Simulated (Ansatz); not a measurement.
The reference is Ti3Al (space group P6_3/mmc, No. 194; a = 5.687 Å, c = 4.608 Å). Axes: x lies along a and z along c of the hexagonal cell.

Perturbation: the symmetric strain tensor [-0.0147 -0.0161 -0.0103; -0.0161 -0.0040 -0.0152; -0.0103 -0.0152 0.0056], atoms relaxed at fixed cell.

Levels (all Ansatz, a program for electronic structure, PAW, earlier PAW set): PBEsol (420 eV, without spin-orbit coupling); r2SCAN (500 eV, without spin-orbit coupling).

The geometry is relaxed with PBEsol.

| Item | Result |
|---|---|
| PBEsol pressure | 1.7 GPa |

With r2SCAN at the same geometry, the pressure grows by 3.5 GPa (1.7 GPa → 5.2 GPa).

Single points use the geometry relaxed with PBEsol. Their cutoffs differ, which shifts pressures a little. Stability against distortions was not tested. The final runs are not spin-polarised.
